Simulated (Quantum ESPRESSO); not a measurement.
Quantum ESPRESSO run on Hf₂Hg (I4/mmm, 3 atoms in the cell): self-consistent single point.

Method of the run: LDA (PZ), GBRV 1.5 ultrasoft (LDA) pseudopotentials (plane waves; Quantum ESPRESSO).

The change in words: lattice scaled by 0.98. Reference geometry:
```yaml
crystal:
  lattice:
    - [-1.65105, 1.65105, 5.75282]
    - [1.65105, -1.65105, 5.75282]
    - [1.65105, 1.65105, -5.75282]
  atoms:
    - { symbol: Hf, position: [0.66573, 0.66573, 0.00000] }
    - { symbol: Hf, position: [0.33427, 0.33427, 0.00000] }
    - { symbol: Hg, position: [0.00000, 0.00000, 0.00000] }
```

Reference input (self-consistent single point, DFT, LDA (PZ), plane waves, GBRV 1.5 ultrasoft (LDA) pseudopotentials): ecutwfc = 40 Ry; ecutrho = 320 Ry; occupations = smearing; smearing = gaussian; degauss = 0.0036749 Ry; potentials = {Hf: hf_lda_v1.uspp.F.UPF, Hg: hg_lda_v1.uspp.F.UPF}; K_POINTS = automatic 10 10 10 0 0 0; conv_thr = 1e-10 Ry; mixing_beta = 0.3. This run's input differs from it in these lines:

```diff
@@ -26,8 +26,8 @@
 CELL_PARAMETERS {angstrom}
-  -1.651054000     1.651054000     5.752822000
-   1.651054000    -1.651054000     5.752822000
-   1.651054000     1.651054000    -5.752822000
+  -1.618033000     1.618033000     5.637766000
+   1.618033000    -1.618033000     5.637766000
+   1.618033000     1.618033000    -5.637766000
 ATOMIC_POSITIONS {bohr}
-Hf    0.000000000    0.000000000   14.474645208
-Hf    0.000000000    0.000000000    7.267870839
+Hf    0.000000000    0.000000000   14.185153411
+Hf    0.000000000    0.000000000    7.122513978
 Hg    0.000000000    0.000000000    0.000000000
```

The program printed (abridged):

```
     Self-consistent Calculation

     iteration #  1     ecut=    40.00 Ry     beta= 0.30

     negative rho (up, down):  2.295E-01 0.000E+00

     total energy              =    -414.79655625 Ry
     estimated scf accuracy    <      29.24212217 Ry

     iteration #  2     ecut=    40.00 Ry     beta= 0.30

     negative rho (up, down):  2.259E-01 0.000E+00

     total energy              =    -423.54790235 Ry
     estimated scf accuracy    <      16.67248988 Ry

     iteration #  3     ecut=    40.00 Ry     beta= 0.30

     negative rho (up, down):  2.235E-01 0.000E+00

     total energy              =    -424.55876827 Ry
     estimated scf accuracy    <       1.43303562 Ry

   [... 12 blocks of this kind left out ...]

     iteration # 16     ecut=    40.00 Ry     beta= 0.30

     negative rho (up, down):  2.242E-01 0.000E+00

     total energy              =    -424.71626929 Ry
     estimated scf accuracy    <          1.9E-10 Ry

     iteration # 17     ecut=    40.00 Ry     beta= 0.30

     negative rho (up, down):  2.242E-01 0.000E+00
     End of self-consistent calculation

     Number of k-points >= 100: set verbosity='high' to print the bands.

     the Fermi energy is    16.1261 ev

!    total energy              =    -424.71626929 Ry
     estimated scf accuracy    <          1.0E-11 Ry
     smearing contrib. (-TS)   =      -0.00027951 Ry
     internal energy E=F+TS    =    -424.71598978 Ry

     convergence has been achieved in  17 iterations

     negative rho (up, down):  2.242E-01 0.000E+00

     Forces acting on atoms (cartesian axes, Ry/au):

     atom    1 type  1   force =    -0.00000000    0.00000000   -0.00357827
     atom    2 type  1   force =     0.00000000    0.00000000    0.00357827
     atom    3 type  2   force =    -0.00000000   -0.00000000    0.00000000

     Total force =     0.005060     Total SCF correction =     0.000009

     negative rho (up, down):  2.242E-01 0.000E+00
          total   stress  (Ry/bohr**3)                   (kbar)     P=       46.96
   0.00031077   0.00000000   0.00000000           45.72        0.00        0.00
   0.00000000   0.00031077   0.00000000            0.00       45.72        0.00
   0.00000000   0.00000000   0.00033617            0.00        0.00       49.45

   JOB DONE.
```

The run converged in 17 iterations. Against the reference run the free energy rises by 7.1 meV/atom, the pressure goes from -3.67 to 4.70 GPa and the largest force goes from 0.013 to 0.092 eV/Å.

The starting cell comes from a database of computed structures (which also holds hypothetical and non-ambient phases and stackings), without a prior relaxation at this level. Its lattice was rescaled by a random factor within 2.5 % of one. For this run, on top of that: lattice scaled by 0.98. With a pressure of about 5 GPa the cell is away from its equilibrium volume at this level.

Cost on one core of a shared machine: roughly 4 min.
